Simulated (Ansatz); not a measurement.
**InSb: biaxial strain −2.50 %, plane normal [001], relaxed out of plane**

Consider InSb in the zinc blende structure (space group F-43m, No. 216; a = 6.556 Å). Axes: x, y, z lie along the cube axes.

Now apply this change: compressive biaxial strain of 2.50 % in the plane normal to [001], as in epitaxy on a mismatched substrate; the out-of-plane cell vector and the atoms relax.

The values are results of r2SCAN (Ansatz, an electronic-structure program, PAW, spin-orbit coupling left out), not measurements. k-mesh 12×12×12 (Γ-centred); smearing 0.05 eV (Fermi–Dirac).

The volume per atom drops by 0.87 Å³, from 35.23 Å³ to 34.36 Å³ and the shortest interatomic distance drops by 0.022 Å, from 2.839 Å to 2.817 Å. The energy grows by 9.0 meV/atom and the pressure (mean of the normal stresses, compression positive) goes from zero to 1.1 GPa. The band gap changes from zero to 0.06 eV (uncertain: the Fermi level lies in a band; the changed cell) and the out-of-plane strain comes out as +2.60 % (rough). The mean in-plane stress (compression positive) amounts to +1.7 GPa (rough).

Without a gap, meshes like the base's 12×12×12 leave anisotropic stresses uncertain by several tenths of a GPa, and small strain energies with them. With Sb present, leaving out spin-orbit coupling can change the band edges. Whether these cells are dynamically stable was not tested. All final runs are without spin polarisation. Gaps under 0.05 eV, about the width of the smearing, are given as zero. The zero or small gap of InSb can change with the level of theory.
